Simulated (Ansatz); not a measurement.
Gap of a (8,8) AlN nanotube at several levels, all on one geometry.

Levels: PBE (plane waves to 420 eV, PAW; Ansatz, a quantum-chemistry and plane-wave program); r2SCAN (plane waves to 500 eV, PAW; Ansatz); HSE06 (Ansatz). Unmarked values and the geometry are of the first. Mesh 1×1×10. No spin polarisation. One-dimensional cell, images about 11 Å apart. A hypothetical model, rolled from the flat sheet. It keeps the symmetry and period of its start, so it need not be a minimum against all distortions. HSE06 ran on a 1×1×6 mesh and at PBE's edge points.

```csv
level,gap (eV)
PBE,2.80
r2SCAN,3.27
HSE06,?
```

Question: What belongs in the gaps?

Answer: 
- HSE06, gap (eV): 3.90
